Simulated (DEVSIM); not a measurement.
Structure: illuminated Ge n-on-p cell, one wavelength, with a back-surface field, at 400 K.

| layer (left to right) | material | thickness (μm) | Nd (cm⁻³) | Na (cm⁻³) | τn (s) | τp (s) | absorption coefficient (cm⁻¹) |
|---|---|---|---|---|---|---|---|
| 1 | Ge | 0.170 | 7.9e17 | - | 4.1e-6 | 3.9e-6 | 130 |
| 2 | Ge | 110 | - | 2.1e17 | 4.3e-6 | 4.3e-6 | 130 |
| 3 | Ge | 0.460 | - | 4.6e18 | 4.3e-6 | 4.3e-6 | 130 |

Left contact: ohmic, minority hole recombination velocity 2e5 cm/s. Right contact: ohmic, minority electron recombination velocity 40000 cm/s. Voltage is applied to the left contact. Recombination: SRH at mid-gap, radiative, Auger. Light enters at the left, 8.8e17 photons cm⁻² s⁻¹, one pass, no reflection. Mobility is constant in doping.

This is a model device: material constants are rounded textbook-type values typed into the input, and sizes, dopings and lifetimes were drawn at random. Values at 300 K; Nc and Nv go as T^1.5, mobilities as T to minus their exponent, the gap by Varshni's rule with the affinity fixed.

```tsv
parameter	Ge
gap (eV)	0.664
affinity (eV)	4
permittivity	16
Nc (cm⁻³)	1.04e19
Nv (cm⁻³)	6e18
μn (cm²/Vs)	3900
μp (cm²/Vs)	1900
T exponent of μn	1.66
T exponent of μp	2.33
B (cm³/s)	6.4e-14
Cn (cm⁶/s)	1e-31
Cp (cm⁶/s)	1e-31
Varshni α (eV/K)	0.000477
Varshni β (K)	235
```

DEVSIM, 1D drift-diffusion, Boltzmann statistics, complete ionisation; no tunnelling, impact ionisation, image-force lowering or self-heating.

Task: Tabulate band edges, carrier densities and field at zero bias, in the dark.

Result: Energies count from the Fermi level of the right contact; mesh points crowd at the junctions.

```
x (μm)   Ec (eV)  Ev (eV)  n (cm⁻³)  p (cm⁻³)  field (V/cm)
-------  -------  -------  --------  --------  ------------
0.000      0.104   -0.520    7.9e17    2.6e12           ≈ 0
0.03824    0.104   -0.520    7.9e17    2.6e12           ≈ 0
0.1069     0.104   -0.520    7.9e17    2.6e12            11
0.1583     0.127   -0.497    4.1e17    5.0e12         33000
0.2099     0.461   -0.163    2.5e13    8.2e16         23000
0.3233     0.494   -0.130    9.7e12    2.1e17           ≈ 0
0.6582     0.494   -0.130    9.7e12    2.1e17           ≈ 0
2.197      0.494   -0.130    9.7e12    2.1e17           ≈ 0
6.072      0.494   -0.130    9.7e12    2.1e17           ≈ 0
17.27      0.494   -0.130    9.7e12    2.1e17           ≈ 0
49.60      0.494   -0.130    9.7e12    2.1e17           ≈ 0
94.66      0.494   -0.130    9.7e12    2.1e17           ≈ 0
104.8      0.494   -0.130    9.7e12    2.1e17           ≈ 0
108.3      0.494   -0.130    9.7e12    2.1e17           ≈ 0
109.7      0.494   -0.130    9.7e12    2.1e17           ≈ 0
110.0      0.494   -0.130    9.7e12    2.1e17           ≈ 0
110.1      0.497   -0.127    8.8e12    2.3e17          2800
110.2      0.594   -0.030    5.2e11    3.9e18         22000
110.2      0.600   -0.024    4.4e11    4.6e18           ≈ 0
110.4      0.600   -0.024    4.4e11    4.6e18           ≈ 0
110.6      0.600   -0.024    4.4e11    4.6e18           ≈ 0
110.6      0.600   -0.024    4.4e11    4.6e18           ≈ 0
```
